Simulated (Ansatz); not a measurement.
Defect: interstitial Ag in rutile TiO2, charge state +1. These are PBE, PAW (plane waves to 420 eV; Ansatz, a quantum-chemistry and plane-wave program) values and carry that method's errors.

72-site cell at the relaxed PBE lattice, one k-point at (0.250, 0.250, 0.250), smearing 0.01 eV, spin-restricted, no finite-size correction. Energies are static. The charge state is imposed; whether it is stable for some Fermi level was not computed. Sites that were not tried may lie lower.

Barriers: single points on a 2×2×2 k-point mesh shifted by half a step at the bands' geometries.

Relaxed starting cell (atoms counted from 1):

```
AgTi24O48
1.0
    9.28699     0.00000     0.00000
    0.00000     9.28699     0.00000
    0.00000     0.00000     8.89145
Ti O Ag
24 48 1
Direct
  0.98569   0.21459   0.00008
  0.00191   0.99866   0.32940
  0.00148   0.99836   0.67066
  0.99561   0.52836   0.00078
  0.99686   0.48637   0.33142
  0.00006   0.48574   0.67032
  0.49362   0.99888   0.00053
  0.49507   0.98851   0.33906
  0.49770   0.98606   0.66154
  0.49947   0.50921   0.00067
  0.50519   0.50350   0.34106
  0.50388   0.50362   0.65992
  0.26967   0.25667   0.17247
  0.24393   0.23887   0.50007
  0.27081   0.25409   0.82748
  0.25922   0.74611   0.17423
  0.23371   0.73937   0.50134
  0.26037   0.74754   0.82919
  0.72360   0.24862   0.17461
  0.76041   0.24223   0.50089
  0.72398   0.24977   0.82577
  0.74249   0.75596   0.16790
  0.76327   0.74270   0.50093
  0.74339   0.75372   0.83430
  0.17249   0.15132   0.00044
  0.15503   0.15372   0.33177
  0.15502   0.15387   0.66890
  0.15382   0.65158   0.00024
  0.15943   0.63576   0.33539
  0.15896   0.63524   0.66588
  0.64737   0.15001   0.00013
  0.65037   0.14892   0.33682
  0.65090   0.14852   0.66404
  0.65109   0.64315   0.00033
  0.65314   0.65084   0.33808
  0.65311   0.65096   0.66257
  0.08224   0.38537   0.15467
  0.08979   0.39426   0.50030
  0.08153   0.38504   0.84608
  0.11680   0.88676   0.21483
  0.09468   0.90047   0.50004
  0.11860   0.88716   0.78463
  0.59113   0.40012   0.16811
  0.59399   0.40019   0.50051
  0.59107   0.40038   0.83246
  0.59107   0.89961   0.16622
  0.59922   0.90335   0.49977
  0.59133   0.89928   0.83492
  0.40407   0.09842   0.16930
  0.39979   0.09285   0.50088
  0.40423   0.09786   0.83120
  0.40500   0.59733   0.16792
  0.40401   0.59534   0.50018
  0.40472   0.59735   0.83281
  0.90530   0.12398   0.16692
  0.90494   0.10102   0.50025
  0.90576   0.12385   0.83346
  0.90577   0.60238   0.17193
  0.90627   0.59786   0.50023
  0.90570   0.60232   0.82918
  0.34885   0.35295   0.00016
  0.34535   0.35081   0.33697
  0.34538   0.35095   0.66405
  0.34571   0.84771   0.00076
  0.35533   0.83748   0.34059
  0.35643   0.83626   0.66006
  0.83617   0.35485   0.00025
  0.83871   0.35230   0.33521
  0.83879   0.35218   0.66542
  0.82207   0.84261   0.00059
  0.84342   0.85231   0.33096
  0.84376   0.85236   0.66994
  0.03393   0.92560   0.99930
```
Cell charge +1.

End state 1 differs by these moves (Å; atoms that move under 0.08 Å are left out):

```
atom  element     Δx     Δy     Δz
----  -------  -----  -----  -----
1          Ti   0.06  -1.70  -0.10
3          Ti   0.10  -0.07  -0.04
4          Ti   0.09  -0.58  -0.11
5          Ti  -0.03   0.12  -0.04
6          Ti  -0.14   0.20  -0.05
7          Ti   0.10   0.02  -0.02
8          Ti   0.03   0.21   0.01
9          Ti  -0.11   0.03   0.01
10         Ti  -0.06  -0.12  -0.01
11         Ti  -0.06  -0.15  -0.01
12         Ti   0.07   0.03   0.03
13         Ti  -0.18  -0.13  -0.01
14         Ti  -0.07   0.21   0.04
15         Ti  -0.08  -0.04   0.00
16         Ti   0.17   0.08   0.04
17         Ti   0.08  -0.03   0.02
18         Ti  -0.07  -0.07   0.10
19         Ti   0.22   0.06  -0.03
21         Ti   0.11  -0.02   0.02
22         Ti  -0.22  -0.12   0.10
23         Ti  -0.08   0.17   0.03
25          O  -0.22   0.09  -0.01
28          O   0.18  -0.23  -0.09
29          O  -0.04   0.15  -0.05
30          O  -0.10   0.15   0.03
35          O  -0.09   0.04   0.04
37          O   0.13   0.14   0.13
38          O   0.04   0.08   0.03
39          O   0.11   0.07  -0.20
40          O   0.02   0.31  -0.32
42          O  -0.22   0.18   0.48
55          O  -0.04  -0.26   0.02
57          O  -0.01  -0.17  -0.08
58          O  -0.26  -0.23   0.07
60          O  -0.03  -0.11   0.09
66          O  -0.11   0.08   0.04
67          O   0.12  -0.17   0.00
68          O   0.09  -0.12   0.01
70          O   0.01   0.27  -0.10
73         Ag  -0.34  -1.64   0.68
```

Task: Predict the forward and backward barriers to end state 1 from PBE, PAW.

Result: forward 0.79 eV, backward 0.43 eV; at the saddle point atom 73 has neighbours O at 2.04, O at 2.15, O at 2.19, O at 2.26, O at 2.54 Å. The check of the saddle point's order was inconclusive.
